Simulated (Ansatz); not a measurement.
One C atom on a Si site, 3x3x3 cubic cells, neutral, without spin

Cell 16.41 × 16.41 × 16.41 Å, Si215C, 216 atoms. 

Computed with PBE, support functions at accuracy medium on the grid of 420 eV (PAW; Ansatz, a first-principles code).

Basis: localised support functions (accuracy medium) on a full density matrix. k-points: zone centre alone; occupations: Fermi-Dirac, 0.0050 eV; spin polarisation not allowed. Scalar-relativistic, no spin-orbit coupling.

```
Quantity                                                                                                        Value
-----------------------------------------------------------  --------------------------------------------------------
Kohn-Sham gap of the cell on its k-mesh                                                                       0.69 eV
weight of the highest filled level on the dopant (17 atoms)                                                      0.07
weight of the lowest empty level on the dopant (17 atoms)                                                        0.21
coordination (neighbours within 2.842 Å)                                                               100.0 % 4-fold
C-Si bonds, mean ± spread                                                                             2.019 ± 0.000 Å
Si-Si bonds, mean ± spread                                                                            2.372 ± 0.010 Å
bond angles, mean ± spread                                                                              109.5° ± 1.4°
pressure                                                                                                    -0.41 GPa
cost of the final run                                        around 11 core-minutes (rough), 15 SCF iterations, 5 GiB
```
